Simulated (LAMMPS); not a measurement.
Simulation of a melt of CdSe (zinc blende), 64 atoms, cooled from 2250 K to 300 K at 1e+14 K/s, at zero pressure.

Model: classical MD, pair style bop, file CdTeSe.bop.table; code LAMMPS.

### Question
What does the simulation give for the first peak of g(r), Cd-Se, the volume per atom, the coordination number of Se by Se?

### Answer
first peak of g(r), Cd-Se: 2.71 Å, height 9.6; volume per atom: 28.3 Å³ (one sample); coordination number of Se by Se: 0.31 (counted to 3.02 Å).
